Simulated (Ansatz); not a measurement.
# How far PBE and r2SCAN part for CdSe, Se → S

Base system: CdSe in the zinc blende structure (space group F-43m, No. 216; a = 6.196 Å).

(Cell as relaxed with PBE.)

Levels (all Ansatz, a program for electronic structure, PAW): PBE (420 eV, spin-orbit coupling left out); r2SCAN (500 eV, spin-orbit coupling left out).

Each level relaxes its own structure.

```json
[
 {"base": "volume per atom", "PBE": "29.74 Å³", "r2SCAN": "28.84 Å³"},
 {"base": "lattice parameter a", "PBE": "6.196 Å", "r2SCAN": "6.133 Å"},
 {"base": "band gap", "PBE": "0.49 eV", "r2SCAN": "1.04 eV"}
]
```

It is then changed as follows: every Se is replaced by S, then cell and atoms are relaxed.

```csv
quantity,PBE,r2SCAN
shift of the gap caused by the change,+0.55 eV,…
electron mass,0.12 mₑ (at Γ),…
band gap,1.04 eV,…
"hole mass (degenerate bands, along [100])","0.13, 0.83, 0.83 mₑ (at Γ)",…
volume per atom,26.03 Å³,…
```

**Question.** What does r2SCAN give?

**Answer.** 
- shift of the gap caused by the change, r2SCAN: +0.50 eV
- electron mass, r2SCAN: 0.15 mₑ (at Γ)
- band gap, r2SCAN: 1.54 eV
- hole mass (degenerate bands, along [100]), r2SCAN: 0.16, 0.78, 0.78 mₑ (at Γ)
- volume per atom, r2SCAN: 25.38 Å³

PBE's shift of the gap caused by the change lies 0.043 eV above r2SCAN's; PBE's band gap lies 0.50 eV below r2SCAN's; PBE's volume per atom lies 0.641 Å³ above r2SCAN's (2.5 %). Neither level is exact; r2SCAN is the comparison here, not a measurement.

Masses are band curvatures over ±0.01 Å⁻¹ around the edge. Semilocal Kohn–Sham gaps tend to fall short of experiment. Whether these cells are dynamically stable was not tested.
